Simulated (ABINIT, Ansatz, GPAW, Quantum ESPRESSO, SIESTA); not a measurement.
## One structure in several programs: Sr (Fm-3m, 1 atom in the cell)

Self-consistent single point.

```yaml
crystal:
  lattice:
    - [0.00000, 2.96383, 2.96383]
    - [2.96383, 0.00000, 2.96383]
    - [2.96383, 2.96383, 0.00000]
  atoms:
    - { symbol: Sr, position: [0.00000, 0.00000, 0.00000] }
```

Shared settings, as Ansatz (a quantum-chemistry and plane-wave program) writes them: kpoints.mp_grid.grid = 4 4 4; scf.occupations.method = fermi_dirac; scf.occupations.width = 0.1 eV. Potentials and cutoffs stand in the table.

```json
[
 {"code": "ABINIT", "model": "PBE, norm-conserving pseudopotentials (PseudoDojo nc-sr-05 PBE standard)", "pressure (GPa)": "0.80", "cutoff": "68 Ry"},
 {"code": "Quantum ESPRESSO", "model": "PBE, PSlibrary ultrasoft (PBE) pseudopotentials", "pressure (GPa)": "0.79", "cutoff": "45 Ry"},
 {"code": "GPAW", "model": "PBE, GPAW PAW datasets PBE (gpaw-data 1.0.1)", "pressure (GPa)": "0.86", "cutoff": "550 eV"},
 {"code": "SIESTA", "model": "GGA PBE, numerical atomic orbitals DZP, PseudoDojo PBE standard norm-conserving potentials (rewritten from UPF to PSML)", "pressure (GPa)": "4.93", "cutoff": "grid 400 Ry"},
 {"code": "Ansatz", "model": "PBE, default PAW files", "pressure (GPa)": "0.81", "cutoff": "default"}
]
```

The spread over the programs that give each value: pressure within 4.14 GPa.

SIESTA uses small atom-centred bases, whose incompleteness enters pressures, forces and empty levels differently from a plane-wave cutoff. Ansatz's pressure is given at a fixed set of plane waves, as the other plane-wave codes print theirs. In the pressure, SIESTA (by 4.13) lies more than 1 GPa from the median of the plane-wave programs.

On the base mesh (8 8 8) the same programs gave: Ansatz pressure 0.71 GPa; Quantum ESPRESSO pressure 0.69 GPa; ABINIT pressure 0.70 GPa; GPAW pressure 0.75 GPa; SIESTA pressure 5.15 GPa.

The starting cell comes from a database of computed structures (which also holds hypothetical and non-ambient phases and stackings), without a prior relaxation at this level. Its lattice was rescaled by a random factor within 2.5 % of one.

Left out of this page: CP2K (on another mesh); Elk and FLEUR (not drawn, or without a comparable value).

Keys are those of Ansatz 0.2.
